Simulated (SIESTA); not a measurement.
SIESTA run on La2Cu3Ni (Pmm2, 6 atoms in the cell): self-consistent single point.

Level of theory: GGA PBEsol with spin-orbit coupling, numerical atomic orbitals DZP, PseudoDojo PBEsol fully relativistic norm-conserving potentials (rewritten from UPF to PSML) (SIESTA 5.4.2).

```
La2Cu3Ni
1.0
    3.86769     0.00000     0.00000
    0.00000     4.27753     0.00000
    0.00000     0.00000     7.30738
La Cu Ni
2 3 1
Cartesian
  0.00000   2.13876   0.08009
  0.00000   0.00000   3.59618
  1.93385   0.00000   6.08939
  1.93385   0.00000   1.23948
  1.93385   2.13876   4.85071
  1.93385   2.13876   2.41260
```

Reference input (self-consistent single point, DFT, GGA PBEsol, numerical atomic orbitals DZP, PseudoDojo PBEsol standard norm-conserving potentials (rewritten from UPF to PSML)): XC.functional = GGA; XC.authors = PBEsol; potentials = PseudoDojo PBEsol standard; PAO.BasisSize = DZP; PAO.EnergyShift = 0.01 Ry; MeshCutoff = 350 Ry; kgrid.MonkhorstPack = 6 5 3; OccupationFunction = FD; ElectronicTemperature = 100 meV; MaxSCFIterations = 150; SCF.Mixer.Method = Pulay; SCF.Mixer.Weight = 0.1. This run's input differs from it in these lines:

```diff
@@ -1,2 +1,2 @@
-# files in the folder: La.psml Cu.psml Ni.psml (PseudoDojo PBEsol standard)
+# files in the folder: La.psml Cu.psml Ni.psml (PseudoDojo PBEsol fully relativistic)
 SystemName  La2Cu3Ni
@@ -39,2 +39,11 @@
 ElectronicTemperature        100.0 meV
+Spin                         spin-orbit
+%block DM.InitSpin
+  1 0.00 0.00 0.00
+  2 0.00 0.00 0.00
+  3 0.00 0.00 0.00
+  4 0.00 0.00 0.00
+  5 0.00 0.00 0.00
+  6 0.00 0.00 0.00
+%endblock DM.InitSpin
```

The program printed (abridged):

```
        iscf     Eharris(eV)        E_KS(eV)     FreeEng(eV)     dDmax    Ef(eV) dHmax(eV)
   scf:    1   -19408.392024   -21111.911755   -21112.288033  1.661031  0.747956132.161681
     spin moment: {S} , |S| = {    0.00000    0.00000    0.00000 }     0.00000
   scf:    2   -20167.963477   -21423.357714   -21423.470251  1.651451 -1.796252157.107925
     spin moment: {S} , |S| = {    0.00000    0.00000   -0.00000 }     0.00000
   scf:    3   -21771.957309   -21916.804096   -21916.927721  0.882122 -3.634485 25.180970
     spin moment: {S} , |S| = {   -0.00000    0.00000   -0.00000 }     0.00000
   [... lines left out ...]
     spin moment: {S} , |S| = {    0.00000    0.00000    0.00000 }     0.00000
   scf:   17   -21930.367603   -21930.367594   -21930.489150  0.000068 -3.699658  0.000518
     spin moment: {S} , |S| = {   -0.00000   -0.00000    0.00000 }     0.00000
   scf:   18   -21930.367611   -21930.367603   -21930.489150  0.000024 -3.699730  0.000398
     spin moment: {S} , |S| = {    0.00000   -0.00000   -0.00000 }     0.00000
   scf:   19   -21930.367605   -21930.367604   -21930.489150  0.000006 -3.699737  0.000321
     spin moment: {S} , |S| = {    0.00000   -0.00000    0.00000 }     0.00000
SCF Convergence by DM+H criterion
max |DM_out - DM_in|         :     0.0000058800
max |H_out - H_in|      (eV) :     0.0003211434
SCF cycle converged after 19 iterations

Using DM_out to compute the final energy and forces

siesta: E_KS(eV) =           -21930.3676

siesta: E_KS - E_eggbox =    -21930.3676

siesta: Atomic forces (eV/Ang):
     1   -0.000000   -0.000000   -0.185853
     2    0.000000   -0.000000    0.170509
     3   -0.000000    0.000000   -0.016015
     4   -0.000000    0.000000   -0.055467
     5    0.000000   -0.000000    0.082647
     6   -0.000000   -0.000000    0.003235
   Tot    0.000000   -0.000000   -0.000944
   Max    0.185853
   Res    0.064026    sqrt( Sum f_i^2 / 3N )
   Max    0.185853    constrained

   [... lines left out ...]
siesta: FreeEng =    -21930.489150
   [... lines left out ...]
siesta:     0.010354    0.000000   -0.000000
siesta:     0.000000    0.018044    0.000000
siesta:    -0.000000    0.000000    0.022990

siesta: Cell volume =        120.894464 Ang**3

siesta: Pressure (static):
siesta:                Solid            Molecule  Units
siesta:          -0.00018656         -0.00021190  Ry/Bohr**3
siesta:          -0.01712946         -0.01945546  eV/Ang**3
siesta:         -27.44442857        -31.17108101  kBar
```

The run converged in 19 iterations. Against the reference run the pressure goes from -2.61 to -2.74 GPa and the largest force goes from 0.176 to 0.186 eV/Å.

The starting cell comes from a database of computed structures (which also holds hypothetical and non-ambient phases and stackings), without a prior relaxation at this level. Values carry the incompleteness of an atom-centred basis.

Cost on one core of a shared machine: roughly 5 min.
